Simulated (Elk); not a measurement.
Input and output of a self-consistent single point for Zr (Pm-3m, 1 atom in the cell) (Elk).

Level of theory: Elk 10.2.4 with PBE, all-electron FP-LAPW, Elk's shipped species files, default APW+lo basis.

```xyz
1
Lattice="2.9638 0.0000 0.0000 0.0000 2.9638 0.0000 0.0000 0.0000 2.9638" Properties=species:S:1:pos:R:3 pbc="T T T"
Zr     0.0000     0.0000     0.0000
```

Reference input (self-consistent single point, DFT, PBE, all-electron FP-LAPW, Elk's shipped species files, default APW+lo basis): xctype = 20; rgkmax = 7; stype = 0; swidth = 0.00183747 Ha; ngridk = 9 9 9. This run's input differs from it in these lines:

```diff
@@ -8,2 +8,5 @@
   7.0
+
+lmaxapw
+  12
```

Output (repeated stretches shortened):

```
│ Self-consistent loop started │
│ Loop number : 1 │
 total energy                :     -3600.56449771
│ Loop number : 2 │
 total energy                :     -3600.57815574
RMS change in Kohn-Sham potential (target) :   0.1230303215     (  0.1000000000E-05)
Absolute change in total energy (target)   :   0.1365802079E-01 (  0.1000000000E-03)
│ Loop number : 3 │
 total energy                :     -3600.54350864
RMS change in Kohn-Sham potential (target) :   0.1183287842     (  0.1000000000E-05)
Absolute change in total energy (target)   :   0.3123259309E-01 (  0.1000000000E-03)
│ Loop number : 4 │
   [... lines left out ...]
Absolute change in total energy (target)   :   0.4612623216E-03 (  0.1000000000E-03)
│ Loop number : 12 │
 total energy                :     -3599.24994886
RMS change in Kohn-Sham potential (target) :   0.2190518801E-06 (  0.1000000000E-05)
Absolute change in total energy (target)   :   0.1040014517E-03 (  0.1000000000E-03)
│ Loop number : 13 │
 total energy                :     -3599.24995159
RMS change in Kohn-Sham potential (target) :   0.1228631872E-06 (  0.1000000000E-05)
Absolute change in total energy (target)   :   0.2326443291E-04 (  0.1000000000E-03)
Convergence targets achieved

│ Loop number : 14 │

Energies :
 Fermi                       :     0.260921934078
 total energy                :     -3599.24995388

Density of states at Fermi energy :    31.24698673
 (states/Hartree/unit cell)

Estimated indirect band gap :   0.1308606956E-02
 from k-point      9 to k-point     32
Estimated direct band gap   :   0.2392280718E-01
 at k-point     18

Charges :
 core                        :    28.00000000
 valence                     :    12.00000000
 interstitial                :    1.983875529
 muffin-tins (core leakage)
  species :    1 (Zr)
   atom    1                 :    38.01612447     (  0.2892291349E-05)
 total in muffin-tins        :    38.01612447
 total calculated charge     :    40.00410775
 total charge                :    40.00000000
 error                       :   0.4107750593E-02

│ Self-consistent loop stopped │
```

The run converged in 14 iterations. The count includes the last loop, which Elk runs after its targets are met. Against the reference run the total energy goes up by 1.3 meV/atom.

The starting cell was generated: these elements placed on a structure prototype, without a prior relaxation; it need not be a known phase or ordering of this composition. Values depend on the basis (sphere radii, cutoffs, local orbitals), which need not be converged. The log's line on a gap gives a spacing of levels on this mesh, which the program prints for metals too.
